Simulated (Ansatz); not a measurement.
Take ZrS$_{2}$ in the CdI2 type structure (space group P-3m1, No. 164; a = 3.635 Å, c = 5.720 Å; layered, stacked along the Cartesian z axis) as the base.

It is then changed as follows: an isotropic linear strain of +0.89 %; the atoms relax in the strained cell.

Levels (all Ansatz, an electronic-structure program, PAW): PBE-D3(BJ) (420 eV, no SOC); PBE+SOC (420 eV, noncollinear with spin-orbit coupling).

The geometry is relaxed with PBE-D3(BJ).

```
Property                          Value
------------------------------  -------
PBE-D3(BJ) smallest direct gap  1.42 eV
PBE-D3(BJ) band gap             0.78 eV
```

With PBE+SOC at the same geometry, the valence-band top at Γ (three highest Kramers pairs, from the VBM) is 0.00, -0.21, -0.30 eV; the smallest direct gap falls by 0.01 eV (1.42 eV → 1.41 eV); the band gap stays essentially unchanged (0.78 eV against 0.77 eV).

Single points use the geometry relaxed with PBE-D3(BJ). The spin-orbit shifts are approximate. Stability against distortions was not tested.
